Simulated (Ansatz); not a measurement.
The starting structures come from a database of crystals and need not be the phases stable at ambient conditions.

**Evanescent states of SnH8(NCl3)2 (Fm-3m, not sure to be the ambient phase, 17 atoms a cell, 15.3 Å³ an atom) along the normal of (001)**

All values below come from r2SCAN (plane waves, PAW; Ansatz, a quantum-chemistry and plane-wave program).

The gap is the functional's own, uncorrected, and κ follows it; spin-orbit coupling is left out. Mid-gap values are interpolated between the computed energies.

Energies count from the valence-band top; κ is the least over a 4×4 mesh across the current.

| E (eV) | κ (1/Å) | where |
|---|---|---|
| 0.07 | 0.141 | Γ |
| 0.23 | 0.237 | Γ |
| 0.38 | 0.299 | Γ |
| 0.53 | 0.345 | Γ |
| 0.68 | (withheld) | Γ |
| 0.82 | (withheld) | Γ |
| 0.97 | (withheld) | Γ |
| 1.12 | (withheld) | Γ |
| 1.27 | (withheld) | Γ |
| 1.43 | (withheld) | Γ |
| 1.57 | (withheld) | Γ |
| 1.73 | (withheld) | Γ |
| 1.88 | (withheld) | Γ |
| 2.02 | (withheld) | Γ |
| 2.17 | (withheld) | Γ |
| 2.33 | 0.256 | Γ |
| 2.48 | 0.228 | Γ |
| 2.62 | 0.191 | Γ |
| 2.77 | 0.139 | Γ |

### Question
Fill in the missing entries.

### Answer

- 0.68, κ (1/Å): 0.359
- 0.82, κ (1/Å): 0.357
- 0.97, κ (1/Å): 0.353
- 1.12, κ (1/Å): 0.350
- 1.27, κ (1/Å): 0.346
- 1.43, κ (1/Å): 0.340
- 1.57, κ (1/Å): 0.333
- 1.73, κ (1/Å): 0.323
- 1.88, κ (1/Å): 0.311
- 2.02, κ (1/Å): 0.297
- 2.17, κ (1/Å): 0.278
